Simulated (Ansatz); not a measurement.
System: Li vacancy in rock-salt LiF (charge state -1). Level of theory: PBE, PAW (plane waves to 420 eV; Ansatz, an electronic-structure program).

Settings: 64 host sites, the relaxed PBE lattice, the Γ point alone, smearing 0.01 eV, spin-restricted, no image-charge correction. Static, classical nuclei. The charge state is imposed; whether it is stable for some Fermi level was not computed. Forms of the defect that were not tried may lie lower.

Barriers: single points on a 2×2×2 k-point mesh shifted by half a step at the bands' geometries.

The step: a nearby Li atom hops onto the vacant site. Atoms about the jump, Cartesian Å from the middle of the jump, before and after:

```tsv
atom	x0	y0	z0	x1	y1	z1
Li1	0.00	0.95	0.95	0.00	-0.95	-0.95
F2	0.00	1.13	-1.02	0.00	1.02	-1.14
F3	0.00	-1.02	1.13	0.00	-1.14	1.02
F4	-2.15	-1.02	-1.02	-2.03	-1.02	-1.02
F5	-2.03	1.01	1.01	-2.15	1.02	1.02
Li6	-1.97	0.95	-1.02	-1.97	1.02	-0.96
Li7	-1.97	-1.02	0.95	-1.97	-0.95	1.02
Li8	1.97	0.95	-1.02	1.97	1.02	-0.96
Li9	1.97	-1.02	0.95	1.97	-0.96	1.01
F10	2.03	1.01	1.01	2.16	1.02	1.02
F11	2.15	-1.02	-1.02	2.03	-1.02	-1.02
Li12	0.00	0.95	-2.99	0.00	1.02	-3.05
Li13	0.00	3.05	-1.02	0.00	2.99	-0.96
Li14	0.00	-2.99	0.95	0.00	-3.05	1.01
Li15	0.00	-1.02	3.05	0.00	-0.95	2.99
F16	0.00	-1.02	-3.17	0.00	-1.04	-3.05
F17	0.00	3.05	1.04	0.00	3.17	1.01
F18	0.00	-3.17	-1.02	0.00	-3.05	-1.04
F19	0.00	1.04	3.05	0.00	1.02	3.17
Li20	-2.02	3.05	1.00	-1.97	2.98	1.01
Li21	-1.97	-2.99	-1.02	-2.02	-3.05	-1.00
Li22	-1.97	-1.02	-2.99	-2.02	-1.00	-3.05
Li23	-2.02	1.00	3.05	-1.97	1.02	2.99
F24	-2.05	3.05	-1.02	-2.03	3.05	-1.02
F25	-2.03	1.01	-3.05	-2.06	1.02	-3.05
F26	-2.03	-3.05	1.01	-2.06	-3.05	1.02
F27	-2.05	-1.02	3.05	-2.03	-1.02	3.05
Li28	-4.07	-1.02	-1.02	-4.07	-1.00	-1.00
Li29	-4.07	1.00	1.00	-4.07	1.02	1.01
F30	-4.07	1.04	-1.02	-4.07	1.02	-1.04
F31	-4.07	-1.02	1.04	-4.07	-1.04	1.02
Li32	1.97	-1.02	-2.99	2.02	-1.00	-3.05
Li33	2.02	3.05	1.00	1.97	2.99	1.01
Li34	1.97	-2.99	-1.02	2.02	-3.05	-1.00
Li35	2.02	1.00	3.05	1.97	1.02	2.98
```

Give the saddle-point geometry and the barrier.


```json
[
 {"atom": "Li1", "x": "-0.46", "y": "0.00", "z": "-0.01"},
 {"atom": "F2", "x": "0.03", "y": "1.18", "z": "-1.18"},
 {"atom": "F3", "x": "0.03", "y": "-1.18", "z": "1.17"},
 {"atom": "F4", "x": "-2.02", "y": "-0.94", "z": "-0.95"},
 {"atom": "F5", "x": "-2.02", "y": "0.94", "z": "0.94"},
 {"atom": "Li6", "x": "-2.16", "y": "1.12", "z": "-1.13"},
 {"atom": "Li7", "x": "-2.16", "y": "-1.12", "z": "1.12"},
 {"atom": "Li8", "x": "2.02", "y": "1.01", "z": "-1.01"},
 {"atom": "Li9", "x": "2.02", "y": "-1.00", "z": "1.00"},
 {"atom": "F10", "x": "2.12", "y": "1.00", "z": "0.99"},
 {"atom": "F11", "x": "2.12", "y": "-0.99", "z": "-1.00"},
 {"atom": "Li12", "x": "0.02", "y": "0.99", "z": "-3.07"},
 {"atom": "Li13", "x": "0.02", "y": "3.07", "z": "-1.00"},
 {"atom": "Li14", "x": "0.02", "y": "-3.06", "z": "0.99"},
 {"atom": "Li15", "x": "0.02", "y": "-0.99", "z": "3.06"},
 {"atom": "F16", "x": "0.00", "y": "-1.02", "z": "-3.16"},
 {"atom": "F17", "x": "0.00", "y": "3.15", "z": "1.02"},
 {"atom": "F18", "x": "0.00", "y": "-3.15", "z": "-1.03"},
 {"atom": "F19", "x": "0.00", "y": "1.02", "z": "3.15"},
 {"atom": "Li20", "x": "-1.94", "y": "3.00", "z": "1.00"},
 {"atom": "Li21", "x": "-1.95", "y": "-2.99", "z": "-1.01"},
 {"atom": "Li22", "x": "-1.95", "y": "-1.00", "z": "-3.00"},
 {"atom": "Li23", "x": "-1.94", "y": "1.00", "z": "2.99"},
 {"atom": "F24", "x": "-2.06", "y": "3.06", "z": "-1.03"},
 {"atom": "F25", "x": "-2.06", "y": "1.03", "z": "-3.06"},
 {"atom": "F26", "x": "-2.06", "y": "-3.06", "z": "1.02"},
 {"atom": "F27", "x": "-2.06", "y": "-1.03", "z": "3.05"},
 {"atom": "Li28", "x": "-4.07", "y": "-1.01", "z": "-1.02"},
 {"atom": "Li29", "x": "-4.07", "y": "1.01", "z": "1.01"},
 {"atom": "F30", "x": "-4.07", "y": "1.04", "z": "-1.05"},
 {"atom": "F31", "x": "-4.07", "y": "-1.04", "z": "1.04"},
 {"atom": "Li32", "x": "1.96", "y": "-1.00", "z": "-2.98"},
 {"atom": "Li33", "x": "1.96", "y": "2.98", "z": "0.99"},
 {"atom": "Li34", "x": "1.96", "y": "-2.97", "z": "-1.00"},
 {"atom": "Li35", "x": "1.96", "y": "1.00", "z": "2.97"}
]
```
It lies 0.59 eV above the start and 0.59 eV above the end. The saddle point's order was not checked, and it lies on a symmetry element of the cell, where a band can be held. Symmetry-equivalent saddle points exist between the same ends.
